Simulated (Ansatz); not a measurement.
Base system: Sn (space group I4_1/amd, No. 141; a = 5.888 Å, c = 3.187 Å; relaxed with 0.1 eV smearing). Axes: x, y, z lie along a, b, c of the conventional cell.

Structures relaxed with plane-wave PAW DFT at the r2SCAN level (Ansatz, a program for electronic structure, 500 eV), no SOC, earlier PAW set.

Base:

Simulated powder pattern, Mo Kα, λ = 0.71073 Å (kinematic, ideal powder, no thermal factors, no anomalous dispersion; the 10 strongest lines at most, above 2 %, up to 2θ = 40°):

```json
[
 {"2θ (°)": "13.87", "I/Imax (%)": "100", "hkl": "(200)"},
 {"2θ (°)": "14.57", "I/Imax (%)": "88", "hkl": "(101)"},
 {"2θ (°)": "19.66", "I/Imax (%)": "40", "hkl": "(220)"},
 {"2θ (°)": "20.16", "I/Imax (%)": "74", "hkl": "(211)"},
 {"2θ (°)": "24.55", "I/Imax (%)": "21", "hkl": "(301)"},
 {"2θ (°)": "27.63", "I/Imax (%)": "29", "hkl": "(112)"},
 {"2θ (°)": "28.31", "I/Imax (%)": "27", "hkl": "(321)"},
 {"2θ (°)": "31.32", "I/Imax (%)": "20", "hkl": "(420)"},
 {"2θ (°)": "31.65", "I/Imax (%)": "19", "hkl": "(411)"},
 {"2θ (°)": "34.14", "I/Imax (%)": "30", "hkl": "(312)"}
]
```

After one change:

Simulated powder pattern, Mo Kα, λ = 0.71073 Å (kinematic, ideal powder, no thermal factors, no anomalous dispersion; the 10 strongest lines at most, above 2 %, up to 2θ = 40°):

```tsv
2θ (°)	I/Imax (%)
13.72	100
14.61	85
19.45	40
20.09	73
24.41	21
27.75	28
28.11	27
30.99	20
31.40	19
34.12	29
```

**Question.** Which change produced these results?
(A) biaxial strain −0.69 %, plane normal [001], relaxed out of plane
(B) uniaxial strain ε_yy = −2.88 %
(C) biaxial strain +1.04 %, plane normal [001], relaxed out of plane
(D) uniaxial strain ε_yy = −0.83 %

**Answer.** C, biaxial strain +1.04 %, plane normal [001], relaxed out of plane. Its volume per atom is 28.02 Å³ against 27.63 Å³, and its space group is I4_1/amd (No. 141).

A biaxial case was relaxed in a doubled cell and then solved in the primitive one. Whether these cells are dynamically stable was not tested.
